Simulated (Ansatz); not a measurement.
Functionals compared on NH3 on the 1x1 (110) surface of bcc Mo, one in a 2x2 cell, started at the site 'bridge Mo-Mo (span 3.2 Å)', in Ansatz (plane waves, PAW). The structure was relaxed with PBE; the other rows are single points on it, each with its references at the same level. Cutoff 420 eV (500 eV for r2SCAN).

Slab: 20 atoms, 6.5 Å thick at the start under the adsorbate (thin: gaps and levels are the slab's own); k 6x6x1, smearing 0.1 eV, dipole-corrected; 8 atoms held, the rest relaxed; no symmetry held; no spin, no spin-orbit, no U, no dispersion correction. At the end it is bonded to Mo. In PBE it is, or lies within 0.03 eV of, the lowest of the starts that converged. These notes are the PBE run's. Adsorption energies are against NH3(g). A negative adsorption energy means that the adsorbate is more stable on the surface than in its reference.

| functional | adsorption energy (eV) | work function of the top face (eV) | change of the work function (eV) | rough cost of the single point |
|---|---|---|---|---|
| PBE | -0.78 | 2.57 | -2.02 | – |
| RPBE | [?] | [?] | [?] | about 5 core-minutes (a rough figure) |
| r2SCAN | -0.88 | 2.49 | -2.14 | very roughly 11 core-minutes |

Fill in the missing entries.


- RPBE, adsorption energy (eV): -0.52
- RPBE, work function of the top face (eV): 2.48
- RPBE, change of the work function (eV): -1.96

Ansatz is a quantum-chemistry and plane-wave program.
